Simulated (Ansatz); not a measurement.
CsCl-type KF (model structure) was calculated with r²SCAN+rVV10 (Ansatz, a quantum-chemistry and plane-wave program, plane waves, PAW).

Run with plane-wave cutoff 500 eV, 10×10×10 k mesh, gaussian smearing 0.02 eV, scalar-relativistic PAW data made under PBE.

Cell (relaxed at this level):

```cif
data_FK
_chemical_formula_sum 'K1 F1'
_space_group_name_H-M_alt 'Pm-3m'
_space_group_IT_number 221
_space_group_name_Hall '-P 4 2 3'
_cell_length_a 3.15361
_cell_length_b 3.15361
_cell_length_c 3.15361
_cell_angle_alpha 90.000
_cell_angle_beta 90.000
_cell_angle_gamma 90.000
loop_
_atom_site_label
_atom_site_type_symbol
_atom_site_symmetry_multiplicity
_atom_site_Wyckoff_symbol
_atom_site_fract_x
_atom_site_fract_y
_atom_site_fract_z
_atom_site_occupancy
K1 K 1 a 0.00000 0.00000 0.00000 1
F1 F 1 b 0.50000 0.50000 0.50000 1
```

Problem. Estimate the band gap that the calculation returns.

Solution. 
band gap: 7.85 eV (on the SCF k mesh)

Note: the relaxation could raise the start's symmetry but not lower it, so the cell can be a saddle point.

Computed values are for the static lattice.

The result took about 8 core-seconds (a rough figure).

A model structure was made by putting elements into a prototype or built by hand; it is no filed structure, need not be a known phase, and can be a saddle point held by its symmetry.
